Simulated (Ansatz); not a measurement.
BeCl2 (Ibam, No. 72) was calculated with G0W0@PBEsol+SOC (plane waves, hard PAW, contour deformation, complete-basis limit, spin–orbit shift from PBEsol; Ansatz, an electronic-structure program).

Numerical settings: largest k mesh 6×6×6 (not extrapolated in the mesh).

Cell (measured lattice):

BeCl$_{2}$ has the orthorhombic space group Ibam (No. 72), Pearson symbol oI12. Lattice parameters: a = 5.2850 Å, b = 9.8070 Å, c = 5.2270 Å, α = 90.00°, β = 90.00°, γ = 90.00°. Cl on 8j is coordinated by 2 Be at 2.022 Å (bent). Be on 4a has 4 Cl at 2.022 Å (tetrahedral). (Neighbours: up to the widest gap in distance over summed covalent radii, below 1.35, at either atom; cation-cation and far metal-metal contacts left out.)
(The calculation used a cell of 6 atoms; values per cell refer to that cell.)

**Question.** Give the computed band gap.

**Answer.** 
- band gap = 9.32 eV

Note: the correction to the complete basis was taken at k points off the band edges; spin–orbit coupling enters as the shift of the gap found with a semilocal functional; cell and atoms aren't relaxed at this level.

The computed numbers hold no vibrational or temperature effects.

Cost on a shared machine: very roughly 8 core-hours.
